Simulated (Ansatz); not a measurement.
Consider ZrO$_{2}$ (space group P4_2/nmc, No. 137; a = 3.584 Å, c = 5.177 Å).

It is then changed as follows: 0.333 holes added to each cell, a density of 5.0×10^21 cm⁻³, with a uniform compensating background at fixed cell and a 300 K Fermi–Dirac width.

Method: plane-wave PAW DFT at the PBEsol level (Ansatz, an electronic-structure program, 420 eV), scalar-relativistic without spin-orbit coupling.

Base, band edges from the VBM (valence, conduction): A -0.04, 5.19; M -0.34, 5.15; R -0.91, 4.54; X -0.12, 4.42; Z -0.03, 4.58; Γ -0.12, 4.00 eV.

Give the band edges at the high-symmetry points of the new zone, measured from its valence-band maximum.


```csv
point,valence edge (eV),conduction edge (eV)
Γ,-0.12,4.09
X,-0.19,4.51
M,-0.20,5.12
Z,-0.04,4.67
R,-0.98,4.64
A,0.00,5.29
```

The gap is 4.09 eV, indirect, A → Γ.

Charged cell with a jellium background: band edges are those of the host's band count, energies are not comparable with the neutral cell, and many-body gap narrowing is missing. No phonon test of stability was made. This is not the structure that ZrO2 has at room temperature and ambient pressure.
